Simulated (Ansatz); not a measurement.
Response to strain in SnO

Base system: SnO (space group P4/nmm, No. 129; a = 3.767 Å, c = 4.557 Å; layered, stacked along the Cartesian z axis; relaxed with 0.1 eV smearing). Axes: x, y, z lie along a, b, c of the conventional cell.

Strains are applied to the cell and any free atomic positions relax; under biaxial strain the out-of-plane vector relaxes too.

Computed with PBEsol-D3(BJ) in Ansatz (plane waves to 420 eV, PAW, without spin-orbit coupling), earlier PAW set.

| change | volume per atom | space group |
|---|---|---|
| base | 16.17 Å³ | P4/nmm (No. 129) |
| biaxial strain −2.87 %, plane normal [001], relaxed out of plane | [?] | P4/nmm (No. 129) |
| biaxial strain −0.82 %, plane normal [001], relaxed out of plane | [?] | P4/nmm (No. 129) |
| biaxial strain −0.37 %, plane normal [001], relaxed out of plane | [?] | P4/nmm (No. 129) |
| isotropic strain −1.78 % | 15.32 Å³ | P4/nmm (No. 129) |
| isotropic strain +0.27 % | 16.30 Å³ | P4/nmm (No. 129) |
| isotropic strain +4.54 % | 18.48 Å³ | P4/nmm (No. 129) |
| uniaxial strain ε_xx = +3.17 % | 16.68 Å³ | Pmmn (No. 59) |
| tensor shear ε_xy = +0.14 % | 16.17 Å³ | Cmme (No. 67) |
| tensor shear ε_yz = −2.47 % | 16.16 Å³ | P2_1/m (No. 11) |

Q: What belongs in the blanks?

A: 
- biaxial strain −2.87 %, plane normal [001], relaxed out of plane, volume per atom: 15.50 Å³
- biaxial strain −0.82 %, plane normal [001], relaxed out of plane, volume per atom: 15.98 Å³
- biaxial strain −0.37 %, plane normal [001], relaxed out of plane, volume per atom: 16.09 Å³

No phonon test of stability was made. The final runs are not spin-polarised.

Ansatz is a program for electronic structure.
